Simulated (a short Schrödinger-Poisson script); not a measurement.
System: MOS inversion layer, Al2O3 on p-type Si(100), at 300 K.

From the gate side: 6.6 nm Al2O3; 200 nm Si, acceptors 4.4e18 cm⁻³.

Constants are typed, rounded textbook-type inputs, not results; the design itself was drawn at random and stands for no fabricated device. Al2O3: permittivity 9, conduction-band edge (eV) 2.7, gap (eV) 6.8, electron mass (mₑ) 0.3. Si: permittivity 11.7, conduction-band edge (eV) 0, gap (eV) 1.124, Nv at 300 K (cm⁻³) 3.1e19.

Channel valleys (confinement mass, in-plane density-of-states mass, number): Δ2 0.916, 0.19, 2; Δ4 0.19, 0.417, 4. At the gate the conduction-band edge of layer 1 lies 3.1 eV − eVg above the Fermi level of the channel; the field vanishes at the back. Gaps are held at their typed values at every temperature. Mesh 0.03 nm at interfaces.

From a short Schrödinger-Poisson script (our own, NumPy): 1D Poisson equation in equilibrium, electrons quantum, Hartree (BenDaniel-Duke, 12 states a valley, the channel's in-plane mass for all, wave functions ending at the dielectric), parabolic valleys, classical holes, full ionisation, no traps, pinning or gate leakage.

```csv
Vg (V),electrons (cm⁻²),C (μF/cm²),Δ2 E0 (meV from the Fermi level),Δ4 E0 (meV from the Fermi level)
1.4,1.41e9,0.402,207.1,332.1
1.5,1.54e10,0.427,145.3,273.4
1.6,1.22e11,0.600,91.3,222.2
1.7,4.46e11,0.816,56.8,190.1
1.8,9.26e11,0.922,36.4,171.8
1.9,1.48e12,0.973,22.5,159.9
2,2.06e12,1.00,12.0,151.3
2.1,2.67e12,1.02,3.3,144.4
2.2,3.29e12,1.03,-4.3,138.7
2.3,3.92e12,1.04,-11.0,133.8
2.4,4.56e12,1.05,-17.1,129.4
2.5,5.20e12,1.05,-22.8,125.4
2.6,5.85e12,1.06,-28.2,121.7
2.7,6.50e12,1.06,-33.3,118.2
2.8,7.15e12,1.06,-38.2,115.0
2.9,7.81e12,1.06,-43.0,111.9
```

Gate voltages with under 1e9 electrons/cm² are left out.

Q: At Vg = 2.9 V the lowest Δ2 subband lies at -43.0 meV from the Fermi level. How many electrons does it hold, and what share of all?

A: The two-dimensional density of states is g m/(πħ²) = 1.59e11 cm⁻² meV⁻¹ (both spins), kT = 25.9 meV, so n = D kT ln(1 + exp(−E/kT)) = 7.53e12 cm⁻², 0.96 of the 7.81e12 cm⁻² in all.

Q: Compare the slope of the sheet density between 2.7 and 2.9 V with the geometric capacitance of the layers between gate and channel.

A: q Δn/ΔV = 1.05 μF/cm²; ε0/Σ(t/ε) = 1.21 μF/cm². The ratio is 0.87: the channel acts as a further capacitance in series.
